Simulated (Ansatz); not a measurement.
**A constructed model of the (111) surface of fcc Ag, (√3x√3)R30° layer of F, one a cell, on the site that continues the host's stacking (bottom of the slab: a bare face, its two planes held)**

Level of theory: PBE (plane waves to 420 eV, PAW; Ansatz, a program for electronic structure).

Set-up: 19 atoms, 13.3 Å thick at the start with caps and adatoms (thin: gaps and levels are the slab's own); mesh 9x9x1; 0.1 eV smearing; dipole correction on; 6 atoms held, the rest relaxed; held to the start's symmetry, so lower structures may exist; no spin, no spin-orbit, no U. It is one candidate, not shown to be the stable structure of the face.

```
Property                                                       Value
-----------------------------  -------------------------------------
work function of the top face                                6.04 eV
energy released by relaxation                                0.34 eV
cost                           about 5 core-minutes (a rough figure)
```
